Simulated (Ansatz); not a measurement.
Start from Zr in the hcp (Mg type) structure (space group P6_3/mmc, No. 194; relaxed with 0.1 eV smearing).

```yaml
crystal:
  lattice:
    - [3.18249, 0.00000, 0.00000]
    - [-1.59125, 2.75612, 0.00000]
    - [0.00000, 0.00000, 5.12352]
  atoms:
    - { symbol: Zr, position: [0.66667, 0.33333, 0.75000] }
    - { symbol: Zr, position: [0.33333, 0.66667, 0.25000] }
```

Level of theory: DFT with PBEsol, PAW potentials and a 420 eV plane-wave cutoff in Ansatz (a first-principles code), without spin-orbit coupling.

Base values:

```
Item        Value
--------  -------
Pressure  0.0 GPa
```

Modification: every lattice vector is stretched by 2.50 %, atoms relaxed at fixed cell.

Q: Estimate the effect on the pressure.

A: The pressure (mean of the normal stresses, compression positive) goes from zero to -6.5 GPa.

Q: Estimate the effect on the energy relative to the base.

A: The energy rises by 37 meV/atom.

The cells carry an imposed strain or load. No phonon test of stability was made. The final runs are not spin-polarised.
